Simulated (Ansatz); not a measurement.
CdSe (model structure, started from the BeO type, P4₂/mnm, No. 136, 8 atoms in the cell), treated with r²SCAN+rVV10 in Ansatz (plane waves, PAW).

Numerical settings: plane-wave cutoff 560 eV, 6×6×8 k mesh (along the axes of the cell as run), Fermi–Dirac smearing 0.01 eV, scalar-relativistic PAW data made under PBE.

Cell (relaxed at this level):

```cif
data_Cd4Se4
_chemical_formula_sum 'Cd4 Se4'
_space_group_name_H-M_alt 'P 1'
_space_group_IT_number 1
_cell_length_a 7.38932
_cell_length_b 7.38932
_cell_length_c 4.36829
_cell_angle_alpha 90.000
_cell_angle_beta 90.000
_cell_angle_gamma 90.000
loop_
_space_group_symop_operation_xyz
  'x, y, z'
loop_
_atom_site_label
_atom_site_type_symbol
_atom_site_fract_x
_atom_site_fract_y
_atom_site_fract_z
_atom_site_occupancy
Cd1 Cd 0.32316 0.67684 0.00000 1
Cd2 Cd 0.67684 0.32316 0.00000 1
Cd3 Cd 0.82316 0.82316 0.50000 1
Cd4 Cd 0.17684 0.17684 0.50000 1
Se1 Se 0.31447 0.31447 0.00000 1
Se2 Se 0.68553 0.68553 0.00000 1
Se3 Se 0.18553 0.81447 0.50000 1
Se4 Se 0.81447 0.18553 0.50000 1
```

**Question.** Estimate the band gap that the calculation returns.

**Answer.** 
- band gap: 1.19 eV (on the SCF k mesh)

Note: the relaxation could raise the start's symmetry but not lower it, so the cell can be a saddle point.

Spin–orbit coupling is not included.

Computed values are for the static lattice.

A model structure was made by putting elements into a prototype or built by hand; it is no filed structure, need not be a known phase, and can be a saddle point held by its symmetry.

Ansatz is a first-principles code.
